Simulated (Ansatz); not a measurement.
An Ansatz (a quantum-chemistry and plane-wave program) run: HfO2 with a change (Hf → Zr); Kohn–Sham DFT with the PBEsol functional, run in Ansatz with PAW and 420 eV plane waves, scalar-relativistic without spin-orbit coupling.

Input:

Ansatz 0.2 input:
```yaml
crystal:
  lattice:
    - [0, 2.5320405544, 2.5320405544]
    - [2.5320405544, 0, 2.5320405544]
    - [2.5320405544, 2.5320405544, 0]
  atoms:
    - { symbol: Zr, position: [0, 0, 0] }
    - { symbol: O, position: [0.25, 0.25, 0.25] }
    - { symbol: O, position: [0.75, 0.75, 0.75] }
basis: { ecutwfc: 420, ecutrho_ratio: 4, xc_grid: 2, fft_grid_basis: typed }
kpoints: { mp_grid: { grid: [11, 11, 11] } }
hamiltonian:
  xc: pbesol
  dispersion: none
  pseudopotentials: { kind: paw }
scf: { occupations: { method: fermi_dirac, width: 0.05 }, convergence: { dr2_threshold: 0.0000000003 } }
output: { forces: true, stress: true }
checkpoint: { write: state.ck, write_every: 1000 }
```

Output (explanatory and most iteration lines left out):

```
Pseudopotential: Zr, paw, valence charge 12
Pseudopotential: O, paw, valence charge 6
Crystal: 3 atoms, lattice volume = 32.467 Å³
Basis set: ecut = 420 eV, 609 PW (Γ), exchange–correlation on 48×48×48 points (8 copies of the dense FFT grid, shifted against one another)
Bands: 16, of which v1, the nominal top of the filled ones, is band 12 counted from 1 (11 counted from 0)
Symmetry: 48 space group operations
Space group: Fm-3m (ITA 225), of the structure as read, at distance tolerance 3.2e-5 Å
k-points: 56 of 1331
Functional: x = pbesol(κ = 0.804, μ = 0.12345679012345678), c = pbesol(β = 0.046)
SCF iter   1: F=—  HF=-5255.646394 eV  |F-HF|=—  |Δ(HF+E_count)|=         —  Δρ=1.65e-2  dr2=7.09e-2  ethr=1.77e-3  ⟨swp⟩=5.6  Hψ=4172  notcnv=0
SCF iter   2: F=—  HF=-5255.637651 eV  |F-HF|=—  |Δ(HF+E_count)|=   8.74e-3  Δρ=1.12e-2  dr2=3.54e-2  ethr=2.95e-4  ⟨swp⟩=2.0  Hψ=1987  notcnv=0
SCF 1 converged in 7 iterations: F = -5255.628292 eV  dr2 = 2.09e-11
SCF converged after 7 iterations
Free energy (F): -5255.628292 eV
Internal energy: -5255.628292 eV  (E = F + TS)
E sigma→0 (E₀):  -5255.628292 eV
Fermi energy:    13.950339 eV
--- Forces (eV/Å), atoms counted from 1 ---
  atom   1  Zr    -0.00000000    -0.00000000    -0.00000000
  atom   2  O      0.00000000     0.00000000     0.00000000
  atom   3  O     -0.00000000     0.00000000    -0.00000000
--- Stress (GPa, compression-positive) ---
       -0.001771       0.000000       0.000000
        0.000000      -0.001771       0.000000
        0.000000      -0.000000      -0.001771
  P = ⅓ Tr σ = -0.0018 GPa (-0.018 kbar)
```

Stability against distortions was not tested. The cell was made from HfO2 by this change: Hf → Zr. This is not the structure that ZrO2 has at room temperature and ambient pressure.
